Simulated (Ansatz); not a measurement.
Input and output of a self-consistent single point for NaCl (Fm-3m, 2 atoms in the cell) (Ansatz, a first-principles code).

Level of theory: PBEsol, default PAW files made with PBE (plane waves; Ansatz).

```
NaCl
1.0
    0.00000     2.79406     2.79406
    2.79406     0.00000     2.79406
    2.79406     2.79406     0.00000
Na Cl
1 1
Direct
  0.00000   0.00000   0.00000
  0.50000   0.50000   0.50000
```

Reference input (self-consistent single point, DFT, HSE06, plane waves, default PAW files made with PBE): basis.ecutwfc = 420 eV; kpoints.mp_grid.grid = 7 7 7; hamiltonian.xc = hse06; hamiltonian.pseudopotentials = {kind: paw} (the program's default PAW files); scf.occupations.method = fixed. This run's input differs from it in these lines:

Ansatz 0.2 input:
```diff
@@ -13,3 +13,3 @@
 hamiltonian:
-  xc: hse06
+  xc: pbesol
   pseudopotentials: { kind: paw }
```

Output, abridged:

```
SCF iter   1: F=—  HF=-2540.289318 eV  |F-HF|=—  |Δ(HF+E_count)|=         —  Δρ=2.86e-3  dr2=3.81e-3  ethr=1.77e-3  ⟨swp⟩=5.0  Hψ=1220  notcnv=0  defer=32
all-band conjugate gradients solve this SCF's bands
preconditioner: auto → none
SCF iter   2: F=—  HF=-2540.286653 eV  |F-HF|=—  |Δ(HF+E_count)|=   2.66e-3  Δρ=1.28e-3  dr2=9.40e-4  ethr=2.38e-5  ⟨swp⟩=2.8  Hψ=579  notcnv=0  defer=38
SCF iter   3: F=—  HF=-2540.286628 eV  |F-HF|=—  |Δ(HF+E_count)|=   2.50e-5  Δρ=9.30e-4  dr2=5.38e-4  ethr=5.88e-6  ⟨swp⟩=2.0  Hψ=362  notcnv=0  defer=38
SCF iter   4: F=—  HF=-2540.286445 eV  |F-HF|=—  |Δ(HF+E_count)|=   1.83e-4  Δρ=2.56e-4  dr2=3.56e-5  ethr=3.36e-6  ⟨swp⟩=2.0  Hψ=333  notcnv=0  defer=38
SCF iter   5: F=—  HF=-2540.286460 eV  |F-HF|=—  |Δ(HF+E_count)|=   1.48e-5  Δρ=3.70e-5  dr2=1.09e-6  ethr=2.23e-7  ⟨swp⟩=2.0  Hψ=320  notcnv=0
SCF iter   6: F=-2540.286460 eV  HF=-2540.286460 eV  |F-HF|=3.05e-8  |Δ(HF+E_count)|=   2.11e-7  Δρ=8.71e-6  dr2=6.03e-8  ethr=6.25e-10  ⟨swp⟩=5.0  Hψ=1138  notcnv=0
SCF 1 converged in 6 iterations: F = -2540.286460 eV  dr2 = 6.03e-8
Free energy (F): -2540.286460 eV
Internal energy: -2540.286460 eV  (E = F + TS)
E sigma→0 (E₀):  -2540.286460 eV
Fermi energy:    1.261743 eV
--- Forces (eV/Å), atoms counted from 1 ---
  atom   1  Na    -0.00000000     0.00000000     0.00000000
  atom   2  Cl     0.00000000    -0.00000000    -0.00000000
--- Stress (GPa, compression-positive) ---
        0.196868      -0.000000       0.000000
        0.000000       0.196868      -0.000000
        0.000000      -0.000000       0.196868
  P = ⅓ Tr σ = 0.1969 GPa (1.969 kbar)
  The stress holds the Pulay correction. Without it, at fixed plane waves, as pw.x and ABINIT print it: P = 0.1945 GPa
```

The run converged in 6 iterations. Against the reference run the pressure goes from 0.95 to 0.20 GPa and the gap on the mesh goes from 6.599 to 5.039 eV.

The starting cell comes from a database of computed structures (which also holds hypothetical and non-ambient phases and stackings), without a prior relaxation at this level. Ansatz's pressure includes its estimate of the finite-basis (Pulay) stress.
